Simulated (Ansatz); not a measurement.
# Cu, response to strain

Take Cu in the fcc (Cu type) structure (space group Fm-3m, No. 225; a = 3.579 Å; relaxed with 0.1 eV smearing) as the base. Axes: x, y, z lie along the cube axes.

Strains are applied to the cell and any free atomic positions relax; under biaxial strain the out-of-plane vector relaxes too.

Method: r2SCAN (Ansatz, an electronic-structure program), no SOC, earlier PAW set.

Candidates:
(a) biaxial strain −1.09 %, plane normal [110], relaxed out of plane
(b) biaxial strain +0.45 %, plane normal [111], relaxed out of plane
(c) strain tensor (xx, yy, zz, yz, xz, xy) = (+0.48, −0.39, −2.56, −1.41, +0.13, −0.25) %
(d) strain tensor (xx, yy, zz, yz, xz, xy) = (−0.07, +0.62, −0.74, −0.42, −0.82, −0.03) %

Notes on the quantities. energy relative to the base: free energy F.

Task: Order them by energy relative to the base, highest first.

Result: (c) strain tensor (xx, yy, zz, yz, xz, xy) = (+0.48, −0.39, −2.56, −1.41, +0.13, −0.25) % (+8.1 meV/atom), (a) biaxial strain −1.09 %, plane normal [110], relaxed out of plane (+2.4 meV/atom), (d) strain tensor (xx, yy, zz, yz, xz, xy) = (−0.07, +0.62, −0.74, −0.42, −0.82, −0.03) % (+1.4 meV/atom), (b) biaxial strain +0.45 %, plane normal [111], relaxed out of plane (+0.4 meV/atom)

Whether these cells are dynamically stable was not tested. The final runs are not spin-polarised.
